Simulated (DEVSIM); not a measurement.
Structure: Au/Al2O3/p-Ge capacitor, at 300 K.

| layer (left to right) | material | thickness (nm) | Na (cm⁻³) |
|---|---|---|---|
| 1 | Al2O3 | 24.0 | - |
| 2 | Ge | 6300 | 8.8e15 |

Metal gate on the left, work function 5.1 eV. Fixed charge at the semiconductor interface 0 cm⁻² (in units of +e); no interface traps.

This is a model device: material constants are rounded textbook-type values typed into the input, and sizes, dopings and lifetimes were drawn at random. Values at 300 K.

```tsv
parameter	Al2O3	Ge
gap (eV)	6.8	0.664
affinity (eV)	1.35	4
permittivity	9	16
Nc (cm⁻³)	-	1.04e19
Nv (cm⁻³)	-	6e18
```

Model (solved in DEVSIM): 1D Poisson equation in equilibrium, Boltzmann statistics, complete ionisation; no quantum confinement or tunnelling. Metal contacts follow the ideal Schottky-Mott rule: no Fermi-level pinning, no interface dipoles.

### Question
Tabulate band edges, carrier densities and field at 0.9 V on the gate.

### Answer
Energies count from the Fermi level of the right contact; mesh points crowd at the junctions.

| x (μm) | Ec (eV) | Ev (eV) | n (cm⁻³) | p (cm⁻³) | field (V/cm) |
|---|---|---|---|---|---|
| 0.000 | 2.850 | -3.950 | < 1e2 | < 1e2 | 34000 |
| 0.001653 | 2.856 | -3.944 | < 1e2 | < 1e2 | 34000 |
| 0.005425 | 2.869 | -3.931 | < 1e2 | < 1e2 | 34000 |
| 0.01353 | 2.897 | -3.904 | < 1e2 | < 1e2 | 34000 |
| 0.02138 | 2.923 | -3.877 | < 1e2 | < 1e2 | 34000 |
| 0.02357 | 2.931 | -3.869 | < 1e2 | < 1e2 | 34000 |
| 0.02490 | 0.284 | -0.380 | 1.7e14 | 2.5e12 | 19000 |
| 0.02983 | 0.294 | -0.370 | 1.2e14 | 3.6e12 | 19000 |
| 0.04030 | 0.313 | -0.351 | 5.8e13 | 7.5e12 | 18000 |
| 0.06643 | 0.355 | -0.309 | 1.1e13 | 3.9e13 | 15000 |
| 0.1317 | 0.433 | -0.231 | 5.5e11 | 7.9e14 | 8800 |
| 0.4042 | 0.495 | -0.169 | 5.1e10 | 8.7e15 | 87 |
| 0.9751 | 0.495 | -0.169 | 5.0e10 | 8.8e15 | ≈ 0 |
| 2.400 | 0.495 | -0.169 | 5.0e10 | 8.8e15 | ≈ 0 |
| 5.063 | 0.495 | -0.169 | 5.0e10 | 8.8e15 | ≈ 0 |
| 5.820 | 0.495 | -0.169 | 5.0e10 | 8.8e15 | ≈ 0 |
| 6.123 | 0.495 | -0.169 | 5.0e10 | 8.8e15 | ≈ 0 |
| 6.244 | 0.495 | -0.169 | 5.0e10 | 8.8e15 | ≈ 0 |
| 6.301 | 0.495 | -0.169 | 5.0e10 | 8.8e15 | ≈ 0 |
| 6.316 | 0.495 | -0.169 | 5.0e10 | 8.8e15 | ≈ 0 |
| 6.321 | 0.495 | -0.169 | 5.0e10 | 8.8e15 | ≈ 0 |
| 6.324 | 0.495 | -0.169 | 5.0e10 | 8.8e15 | ≈ 0 |
